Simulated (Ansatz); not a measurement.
For fluorite HfO2 (high-temperature phase), r²SCAN+SOC (Ansatz, a program for electronic structure, plane waves, PAW) gives:

- lattice parameter a: 5.057 Å
- bulk modulus B0: 271 GPa
- band gap: 4.31 eV

**Question.** What does HSE06-D3(BJ) (plane waves, PAW; Ansatz) give for the same quantities?

**Answer.** 
- lattice constant a: 5.026 Å (drops by 0.6 %)
- bulk modulus: 282 GPa (goes up by 4.1 %)
- band gap: 5.47 eV (grows by 1.16 eV)

For comparison: bulk modulus 242 ± 16 GPa (measured, room temperature, no zero-point or thermal correction, nanocrystalline cubic HfO2, second-order Birch-Murnaghan; as tabulated in High-pressure structural stability, equation of state, and thermal expansion …).

Changes are worked out from the printed values.

Unless a cell is named, each level is at its own relaxed cell (r²SCAN+SOC 10.78, HSE06-D3(BJ) 10.58 Å³/atom).

Levels without +SOC leave out spin–orbit coupling, which shifts energies and cells of such heavy elements.

Spin–orbit coupling is included only where a level's name says +SOC; with heavier elements it mostly lowers gaps and can invert bands. Density-functional gaps are differences of (generalised) Kohn–Sham levels.

Caveats: symmetry holds this phase in the static calculation, where it need not be a minimum (r²SCAN+SOC, HSE06-D3(BJ)). Ansatz's density-functional and Hartree–Fock values are scalar-relativistic unless marked +SOC, with PAW data made under PBE.
